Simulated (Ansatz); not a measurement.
What uniaxial strain ε_yy = −3.50 % does to ZnS

Base system: ZnS in the wurtzite structure (space group P6_3mc, No. 186; a = 3.806 Å, c = 6.245 Å). Axes: x lies along a and z along c of the hexagonal cell.

One thing is altered: the cell is compressed by 3.50 % along y with no lateral relaxation, atoms relaxed at fixed cell.

Computed with DFT with r2SCAN, PAW potentials and a 500 eV plane-wave cutoff in Ansatz (a first-principles code), spin-orbit coupling left out. Settings: 10×10×6 k-points, 0.05 eV Fermi–Dirac smearing.

```json
[
 {"quantity": "volume per atom", "base": "19.59 Å³", "changed": "18.90 Å³", "shift": "-0.69 Å³"},
 {"quantity": "space group", "base": "P6_3mc (No. 186)", "changed": "Cmc2_1 (No. 36)", "shift": "–"},
 {"quantity": "shortest interatomic distance", "base": "2.333 Å", "changed": "2.301 Å", "shift": "-0.0328 Å"},
 {"quantity": "energy relative to the base (free energy F)", "base": "0 meV/atom", "changed": "+9.9 meV/atom", "shift": "+9.9 meV/atom"},
 {"quantity": "pressure (mean of the normal stresses, compression positive)", "base": "0.00 GPa", "changed": "2.92 GPa", "shift": "+2.92 GPa"},
 {"quantity": "band gap", "base": "2.78 eV", "changed": "2.79 eV", "shift": "+0.015 eV"},
 {"quantity": "gap character", "base": "direct at Γ", "changed": "direct at Γ", "shift": "–"},
 {"quantity": "electron mass", "base": "0.18 mₑ along c, 0.21 mₑ across (at Γ)", "changed": "0.21 mₑ along x, 0.23 mₑ along y, 0.17 mₑ along z (at Γ)", "shift": "–"},
 {"quantity": "valence-band top at Γ (three highest levels, from the VBM)", "base": "0.00, 0.00, -0.08 eV", "changed": "0.00, -0.15, -0.27 eV", "shift": "–"},
 {"quantity": "largest internal atomic displacement", "base": "–", "changed": "0.035 Å", "shift": "–"},
 {"quantity": "stress (xx, yy, zz, yz, xz, xy; compression positive)", "base": "–", "changed": "(2.35, 4.69, 1.73, 0.00, 0.00, 0.00) GPa", "shift": "–"}
]
```

Masses are band curvatures over ±0.01 Å⁻¹ around the edge. Stability against distortions was not tested. Labels are those of the standard path for the cell's own space group.
